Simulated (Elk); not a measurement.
# Worked example: self-consistent single point of Al2Au (Fm-3m, 3 atoms in the cell) in Elk

Method: PBE, all-electron FP-LAPW, Elk's shipped species files, APW+lo basis with extra local orbitals in Elk.

Input:

```
tasks
  0

xctype
  20

tforce
  .true.

rgkmax
  8.0

gmaxvr
  18.0

lmaxapw
  10

lmaxo
  8

nxlo
  2

lorbcnd
  .true.

lradstp
  2

nrmtscf
  2.0

rmtscf
  0.93

lmaxi
  4

stype
  3

swidth
  0.00367493

avec
    0.0000000000    5.7252200918    5.7252200918
    5.7252200918    0.0000000000    5.7252200918
    5.7252200918    5.7252200918    0.0000000000

sppath
  'species/'

atoms
  2   : nspecies
  'Al.in'   : spfname
  2   : natoms; atposl, bfcmt below
  0.2500000000  0.2500000000  0.2500000000    0.0 0.0 0.0
  0.7500000000  0.7500000000  0.7500000000    0.0 0.0 0.0
  'Au.in'   : spfname
  1   : natoms; atposl, bfcmt below
  0.0000000000  0.0000000000  0.0000000000    0.0 0.0 0.0

ngridk
  6 6 6
```

The program printed (abridged):

```
│ Elk code version 10.2.4 │

All units are atomic (Hartree, Bohr, etc.)

│ Ground-state run starting from atomic densities │

Lattice vectors :
   0.000000000       5.725220092       5.725220092
   5.725220092       0.000000000       5.725220092
   5.725220092       5.725220092       0.000000000

Unit cell volume      :    375.3241898
Brillouin zone volume :   0.6608958873

Muffin-tin inner radius fraction :   0.1000000000E-01

Nuclei treated as point charges

Species :    1 (Al)
 parameters loaded from : Al.in
 name : aluminium
 nuclear charge    :   -13.00000000
 electronic charge :    13.00000000
 atomic mass :    49184.33492
 muffin-tin radius :    2.046000000
 number of radial points in muffin-tin :    799
 atomic positions (lattice), magnetic fields (Cartesian) :
   1 :   0.25000000  0.25000000  0.25000000    0.00000000  0.00000000  0.00000000
   2 :  -0.25000000 -0.25000000 -0.25000000    0.00000000  0.00000000  0.00000000

Species :    2 (Au)
 parameters loaded from : Au.in
 name : gold
 nuclear charge    :   -79.00000000
 electronic charge :    79.00000000
 atomic mass :    359048.0559
 muffin-tin radius :    2.604000000
 number of radial points in muffin-tin :   1399
 atomic positions (lattice), magnetic fields (Cartesian) :
   1 :   0.00000000  0.00000000  0.00000000    0.00000000  0.00000000  0.00000000

Total number of atoms per unit cell :    3

Spin treatment :
 spin-unpolarised

Number of Bravais lattice symmetries :   48
Number of crystal symmetries         :   48
Crystal has inversion symmetry
Real symmetric eigensolver will be used

k-point grid :      6     6     6
k-point offset :    0.000000000       0.000000000       0.000000000
k-point set is reduced with full crystal symmetry group
Total number of k-points :       16

Muffin-tin radius times maximum |G+k| :    8.000000000
 using average radius
Maximum |G+k| for APW functions       :    3.584229391
   [... lines left out ...]
 potential will be trimmed for |G| > 2 gkmax
Constant for pseudocharge density :   12
Radial integration step length :    2

G-vector grid sizes :     48    48    48
Number of G-vectors :    37117

Maximum angular momentum used for
 APW functions                      :   10
 outer part of muffin-tin           :    8
 inner part of muffin-tin           :    4

Total nuclear charge    :   -105.0000000
Total core charge       :    56.00000000
Total valence charge    :    49.00000000
Total excess charge     :    0.000000000
Total electronic charge :    105.0000000

Effective Wigner radius, rₛ :   0.9485121153

Number of empty states         :   12
Total number of valence states :   37
Total number of core states    :   56

Conduction state local-orbitals added automatically
Total number of local-orbitals :  332

Exchange-correlation functional :     20     0     0
 Perdew-Burke-Ernzerhof, Phys. Rev. Lett. 77, 3865 (1996)
 gradient requirement :    1
 generalised gradient approximation (GGA)

Smearing type :    3
 Fermi-Dirac
Smearing width :   0.3674930000E-02
Effective electronic temperature (K) :    1160.451112

Mixing type :    3
 Broyden mixing, J. Phys. A: Math. Gen. 17, L317 (1984)

Kohn-Sham potential initialised from atomic data
│ Self-consistent loop started │
│ Loop number : 1 │
 total energy                :     -19501.0303719
│ Loop number : 2 │
 total energy                :     -19502.6042701
RMS change in Kohn-Sham potential (target) :   0.4376302816     (  0.1000000000E-05)
Absolute change in total energy (target)   :    1.573898171     (  0.1000000000E-03)
│ Loop number : 3 │
 total energy                :     -19502.4814016
RMS change in Kohn-Sham potential (target) :   0.4300137069     (  0.1000000000E-05)
Absolute change in total energy (target)   :   0.2706060372     (  0.1000000000E-03)
│ Loop number : 4 │
 total energy                :     -19518.6630395
RMS change in Kohn-Sham potential (target) :   0.1893372532     (  0.1000000000E-05)
Absolute change in total energy (target)   :    16.24928939     (  0.1000000000E-03)
│ Loop number : 5 │
 total energy                :     -19528.3624075
RMS change in Kohn-Sham potential (target) :   0.6151608974E-01 (  0.1000000000E-05)
Absolute change in total energy (target)   :    13.76169041     (  0.1000000000E-03)
   [... lines left out ...]
Absolute change in total energy (target)   :   0.5698195140E-01 (  0.1000000000E-03)
│ Loop number : 11 │
 total energy                :     -19533.6648853
RMS change in Kohn-Sham potential (target) :   0.7829748689E-05 (  0.1000000000E-05)
Absolute change in total energy (target)   :   0.2301754719E-01 (  0.1000000000E-03)
│ Loop number : 12 │
 total energy                :     -19533.6649200
RMS change in Kohn-Sham potential (target) :   0.6367154824E-05 (  0.1000000000E-05)
Absolute change in total energy (target)   :   0.5789127823E-02 (  0.1000000000E-03)
│ Loop number : 13 │
 total energy                :     -19533.6636471
RMS change in Kohn-Sham potential (target) :   0.1655625425E-05 (  0.1000000000E-05)
Absolute change in total energy (target)   :   0.1743225184E-03 (  0.1000000000E-03)
│ Loop number : 14 │
 total energy                :     -19533.6636908
RMS change in Kohn-Sham potential (target) :   0.5966999984E-06 (  0.1000000000E-05)
Absolute change in total energy (target)   :   0.8727041859E-04 (  0.1000000000E-03)
Convergence targets achieved

│ Loop number : 15 │

Energies :
 Fermi                       :     0.278369930829
 sum of eigenvalues          :     -11982.1468067
 electron kinetic            :      22374.4559298
 core electron kinetic       :      21365.9683840
 Coulomb                     :     -41505.3040410
 Coulomb potential           :     -33830.1459256
 nuclear-nuclear             :     -1275.67354820
 electron-nuclear            :     -46629.1150601
 Hartree                     :      6399.48456727
 Madelung                    :     -24590.2310783
 xc potential                :     -526.456810955
 exchange                    :     -396.948255332
 correlation                 :     -5.86626121309
 electron entropic           :    -0.108969431817E-02
 total energy                :     -19533.6637175

Density of states at Fermi energy :    23.93704715
 (states/Hartree/unit cell)

Estimated indirect band gap :   0.1931684054E-01
 from k-point      6 to k-point      4
Estimated direct band gap   :   0.7243830100E-01
 at k-point      8

Charges :
 core                        :    56.00000000
 valence                     :    49.00000000
 interstitial                :    5.116988976
 muffin-tins (core leakage)
  species :    1 (Al)
   atom    1                 :    10.91727374     (  0.1040909938E-02)
   atom    2                 :    10.91727374     (  0.1040909938E-02)
  species :    2 (Au)
   atom    1                 :    78.04846354     (  0.2821765938E-03)
 total in muffin-tins        :    99.88301102
 total calculated charge     :    104.9975696
 total charge                :    105.0000000
 error                       :   0.2430424296E-02

│ Self-consistent loop stopped │

Forces :
 species :    1 (Al)
  atom :    1
   Hellmann-Feynman          :    -0.00000000    0.00000000   -0.00000000
   IBS                       :     0.00000000   -0.00000000    0.00000000
   total force               :    -0.00000000   -0.00000000   -0.00000000
   total magnitude           :     0.00000000
  atom :    2
   Hellmann-Feynman          :     0.00000000   -0.00000000    0.00000000
   IBS                       :    -0.00000000    0.00000000   -0.00000000
   total force               :     0.00000000    0.00000000    0.00000000
   total magnitude           :     0.00000000
 species :    2 (Au)
  atom :    1
   Hellmann-Feynman          :    -0.00000000    0.00000000    0.00000000
   IBS                       :     0.00000000   -0.00000000   -0.00000000
   total force               :     0.00000000   -0.00000000   -0.00000000
   total magnitude           :     0.00000000
```

The run converged in 15 iterations. The count includes the last loop, which Elk runs after its targets are met.

The starting cell comes from a database of computed structures (which also holds hypothetical and non-ambient phases and stackings), without a prior relaxation at this level. Its lattice was rescaled by a random factor within 2.5 % of one. Spin-orbit coupling is off. Values depend on the basis (sphere radii, cutoffs, local orbitals), which need not be converged. The log's line on a gap gives a spacing of levels on this mesh, which the program prints for metals too.
